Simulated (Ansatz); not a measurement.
The reference is Ge in the diamond structure (space group Fd-3m, No. 227).

```
CELL_PARAMETERS angstrom
      0.00000     2.83720     2.83720
      2.83720     0.00000     2.83720
      2.83720     2.83720     0.00000
ATOMIC_POSITIONS crystal
  Ge 0.00000 0.00000 0.00000
  Ge 0.25000 0.25000 0.25000
```

Cartesian axes are those of the cell as printed.

Computed with r2SCAN (Ansatz, a program for electronic structure; PAW; 500 eV plane waves; no SOC).

It is then changed as follows: tensor shear ε_xy = +0.86 % (engineering shear γ = 0.0172); the atoms relax in the strained cell.

Problem. Predict the stress tensor and what it implies for the stiffness.

Solution. Stress of the strained cell less that of the base (GPa, compression positive):
```
   0.02   -1.14    0.00
  -1.14    0.02    0.00
   0.00    0.00    0.00
```

Then −Δσ/γ with γ = 2ε = 0.0172 gives relaxed-ion elastic constants: C66 ≈ 66 GPa.

Whether these cells are dynamically stable was not tested.
